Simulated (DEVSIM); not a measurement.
System: Pt/SiO2/n-Si capacitor, at 300 K.

| layer (left to right) | material | thickness (nm) | Nd (cm⁻³) |
|---|---|---|---|
| 1 | SiO2 | 1.60 | - |
| 2 | Si | 9300 | 3.8e15 |

Metal gate on the left, work function 5.6 eV. Fixed charge at the semiconductor interface -5.6e10 cm⁻² (in units of +e); no interface traps.

This is a model device: material constants are rounded textbook-type values typed into the input, and sizes, dopings and lifetimes were drawn at random. Values at 300 K.

| parameter | SiO2 | Si |
|---|---|---|
| gap (eV) | 9 | 1.124 |
| affinity (eV) | 0.9 | 4.05 |
| permittivity | 3.9 | 11.7 |
| Nc (cm⁻³) | - | 2.86e19 |
| Nv (cm⁻³) | - | 3.1e19 |

DEVSIM, 1D Poisson equation in equilibrium, Boltzmann statistics, complete ionisation; no quantum confinement or tunnelling. Metal contacts follow the ideal Schottky-Mott rule: no Fermi-level pinning, no interface dipoles.

Question: Tabulate band edges, carrier densities and field at 0.9 V on the gate.

Answer: Energies count from the Fermi level of the right contact; mesh points crowd at the junctions.

| x (μm) | Ec (eV) | Ev (eV) | n (cm⁻³) | p (cm⁻³) | field (V/cm) |
|---|---|---|---|---|---|
| 0.000 | 3.800 | -5.200 | < 1e2 | < 1e2 | -38000 |
| 0.0007649 | 3.797 | -5.203 | < 1e2 | < 1e2 | -38000 |
| 0.001509 | 3.794 | -5.206 | < 1e2 | < 1e2 | -38000 |
| 0.002725 | 0.642 | -0.482 | 4.8e8 | 2.4e11 | -21000 |
| 0.007200 | 0.632 | -0.492 | 6.9e8 | 1.7e11 | -21000 |
| 0.01518 | 0.615 | -0.509 | 1.3e9 | 8.9e10 | -21000 |
| 0.03369 | 0.578 | -0.546 | 5.5e9 | 2.1e10 | -19000 |
| 0.09552 | 0.469 | -0.655 | 3.7e11 | 3.1e8 | -16000 |
| 0.2078 | 0.329 | -0.795 | 8.6e13 | 1400000 | -9300 |
| 0.4681 | 0.234 | -0.890 | 3.3e15 | 35000 | -520 |
| 1.020 | 0.231 | -0.893 | 3.8e15 | 31000 | ≈ 0 |
| 3.017 | 0.231 | -0.893 | 3.8e15 | 31000 | ≈ 0 |
| 5.989 | 0.231 | -0.893 | 3.8e15 | 31000 | ≈ 0 |
| 7.833 | 0.231 | -0.893 | 3.8e15 | 31000 | ≈ 0 |
| 8.789 | 0.231 | -0.893 | 3.8e15 | 31000 | ≈ 0 |
| 9.067 | 0.231 | -0.893 | 3.8e15 | 31000 | ≈ 0 |
| 9.198 | 0.231 | -0.893 | 3.8e15 | 31000 | ≈ 0 |
| 9.255 | 0.231 | -0.893 | 3.8e15 | 31000 | ≈ 0 |
| 9.287 | 0.231 | -0.893 | 3.8e15 | 31000 | ≈ 0 |
| 9.295 | 0.231 | -0.893 | 3.8e15 | 31000 | ≈ 0 |
| 9.300 | 0.231 | -0.893 | 3.8e15 | 31000 | ≈ 0 |
| 9.302 | 0.231 | -0.893 | 3.8e15 | 31000 | ≈ 0 |
